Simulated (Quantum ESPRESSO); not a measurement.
## Parameter sweep on K2NiO2 (I4/mmm, 5 atoms in the cell)

```
CELL_PARAMETERS angstrom
     -1.97640     1.97640     6.41920
      1.97640    -1.97640     6.41920
      1.97640     1.97640    -6.41920
ATOMIC_POSITIONS crystal
  K  0.65740 0.65740 0.00000
  K  0.34260 0.34260 0.00000
  Ni 0.00000 0.00000 0.00000
  O  0.86860 0.86860 0.00000
  O  0.13140 0.13140 0.00000
```
Moments meant for the start (each program seeds them in its own way; μB, in the order of the atoms K K Ni O O): 0.0 0.0 2.0 0.0 0.0.

Base run A: Quantum ESPRESSO with LDA (PZ)+U, GBRV 1.5 ultrasoft (LDA) pseudopotentials, self-consistent single point.

Its settings: ecutwfc = 50 Ry; ecutrho = 400 Ry; occupations = smearing; smearing = cold; degauss = 0.0099958 Ry; nspin = 2; potentials = {K: k_lda_v1.4.uspp.F.UPF, Ni: ni_lda_v1.4.uspp.F.UPF, O: o_lda_v1.2.uspp.F.UPF}; K_POINTS = automatic 4 4 4 0 0 0; HUBBARD = ortho-atomic; U Ni-3d 6.2 eV; conv_thr = 1e-11 Ry; mixing_beta = 0.2.

The starting cell comes from a database of published, mostly measured structures (it also holds non-ambient and calculated ones), without a prior relaxation at this level. With one magnetic atom in the cell only a parallel order is possible. With U or open f shells several self-consistent states can exist.

ΔF is the free energy per atom less that of run A. 

```tsv
run	mixing_beta	ΔF (meV/atom)	pressure (GPa)	largest force (eV/Å)	gap on the mesh (eV)	size of the net moment (μB/atom)	Hubbard energy (eV/atom)	iterations
A	0.2	0.00	-2.23	0.569	2.339	0.40	0.432	25
B	0.05	0.00	-2.23	0.569	2.339	0.40	0.432	61
C	0.1	0.00	-2.24	0.569	2.339	0.40	0.432	33
D	0.3	0.00	-2.23	0.569	2.339	0.40	0.432	23
E	0.4	0.00	-2.24	0.569	2.339	0.40	0.432	21
F	0.5	0.00	-2.24	0.569	2.339	0.40	0.432	22
G	0.6	0.00	-2.23	0.569	2.339	0.40	0.432	19
H	0.8	0.00	-2.24	0.569	2.339	0.40	0.432	21
I	0.9	0.00	-2.24	0.569	2.339	0.40	0.432	20
```

Runs B, C, D, E, F, G, H, I reached the same state as A (within 1 meV/atom and 0.1 μB a site). The fewest iterations to that state were 19 (G); the most were 61.
